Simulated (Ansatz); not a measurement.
Electronic density of states of amorphous B$_{50}$C$_{10}$H$_{20}$, density 2.09 g/cm³, on a 2×2×2 Γ-centred mesh with a Gaussian width of 0.1 eV; energies count from the Fermi level. Cell and mesh are small, so fine structure isn't converged. All values below come from PBE-D3(BJ), scalar-relativistic without spin-orbit coupling (plane waves to 420 eV, PAW; Ansatz, a first-principles code). Sampling: a 2×2×2 Γ-centred mesh; Fermi-Dirac width 0.05 eV; no spin polarisation. The levels at the Fermi energy are partly filled. A closed spacing in one fast-quenched cell at PBE doesn't show the material to be a metal.

A CHGNet melt-quench gave the starting glass, which DFT then relaxed. The hot cell started wider than the set density and was brought back towards it in steps. It is the lowest in DFT energy of 2 quenches. It is a model cell: composition and starting density were chosen by hand, and all elements were melted together. The geometry includes D3(BJ) dispersion. A short ab initio anneal came between quench and relaxation. Its density started from a set value of 2.23 and ended at 2.09 g/cm³. Cooling (nominally 610 K/ps over its main leg) ran many orders faster than in experiment, which tends to leave more defects and strain. A cell of this size samples the disorder only roughly. Volume and shape were free in the relaxation. On a 2×2×2 Γ-centred mesh force components of up to 0.25 eV/Å stay, since the relaxation ran on one k-point at (1/4, 1/4, 1/4).

(E - EF (eV), states/(eV atom)): (-12.00, 0.07); (-11.90, 0.11); (-11.80, 0.12); (-11.70, 0.13); (-11.60, 0.12); (-11.50, 0.11); (-11.40, 0.11); (-11.30, 0.08); (-11.20, 0.10); (-11.10, 0.14); (-11.00, 0.13); (-10.90, 0.08); (-10.80, 0.08); (-10.70, 0.11); (-10.60, 0.10); (-10.50, 0.10); (-10.40, 0.11); (-10.30, 0.14); (-10.20, 0.16); (-10.10, 0.15); (-10.00, 0.13); (-9.90, 0.17); (-9.80, 0.17); (-9.70, 0.19); (-9.60, 0.15); (-9.50, 0.11); (-9.40, 0.15); (-9.30, 0.14); (-9.20, 0.12); (-9.10, 0.14); (-9.00, 0.15); (-8.90, 0.14); (-8.80, 0.16); (-8.70, 0.20); (-8.60, 0.18); (-8.50, 0.18); (-8.40, 0.20); (-8.30, 0.17); (-8.20, 0.15); (-8.10, 0.20); (-8.00, 0.20); (-7.90, 0.16); (-7.80, 0.18); (-7.70, 0.20); (-7.60, 0.17); (-7.50, 0.18); (-7.40, 0.19); (-7.30, 0.19); (-7.20, 0.18); (-7.10, 0.18); (-7.00, 0.17); (-6.90, 0.18); (-6.80, 0.24); (-6.70, 0.23); (-6.60, 0.23); (-6.50, 0.24); (-6.40, 0.24); (-6.30, 0.21); (-6.20, 0.20); (-6.10, 0.20); (-6.00, 0.22); (-5.90, 0.26); (-5.80, 0.25); (-5.70, 0.21); (-5.60, 0.24); (-5.50, 0.25); (-5.40, 0.23); (-5.30, 0.26); (-5.20, 0.24); (-5.10, 0.21); (-5.00, 0.19); (-4.90, 0.26); (-4.80, 0.29); (-4.70, 0.26); (-4.60, 0.24); (-4.50, 0.27); (-4.40, 0.28); (-4.30, 0.31); (-4.20, 0.31); (-4.10, 0.27); (-4.00, 0.28); (-3.90, 0.32); (-3.80, 0.32); (-3.70, 0.28); (-3.60, 0.24); (-3.50, 0.22); (-3.40, 0.30); (-3.30, 0.32); (-3.20, 0.29); (-3.10, 0.25); (-3.00, 0.25); (-2.90, 0.25); (-2.80, 0.24); (-2.70, 0.28); (-2.60, 0.29); (-2.50, 0.26); (-2.40, 0.21); (-2.30, 0.18); (-2.20, 0.19); (-2.10, 0.23); (-2.00, 0.24); (-1.90, 0.21); (-1.80, 0.21); (-1.70, 0.17); (-1.60, 0.15); (-1.50, 0.15); (-1.40, 0.16); (-1.30, 0.20); (-1.20, 0.17); (-1.10, 0.13); (-1.00, 0.15); (-0.90, 0.14); (-0.80, 0.10); (-0.70, 0.05); (-0.60, 0.02); (-0.50, 0.02); (-0.40, 0.05); (-0.30, 0.07); (-0.20, 0.07); (-0.10, 0.03); (0.00, 0.05); (0.10, 0.08); (0.20, 0.09); (0.30, 0.08); (0.40, 0.07); (0.50, 0.04); (0.60, 0.05); (0.70, 0.09); (0.80, 0.10); (0.90, 0.09); (1.00, 0.13); (1.10, 0.14); (1.20, 0.10); (1.30, 0.08); (1.40, 0.10); (1.50, 0.13); (1.60, 0.16); (1.70, 0.16); (1.80, 0.11); (1.90, 0.12); (2.00, 0.15); (2.10, 0.16); (2.20, 0.12); (2.30, 0.12); (2.40, 0.13); (2.50, 0.09); (2.60, 0.06); (2.70, 0.09); (2.80, 0.15); (2.90, 0.14); (3.00, 0.12); (3.10, 0.12); (3.20, 0.14); (3.30, 0.11); (3.40, 0.13); (3.50, 0.15); (3.60, 0.13); (3.70, 0.13); (3.80, 0.16); (3.90, 0.20); (4.00, 0.18)
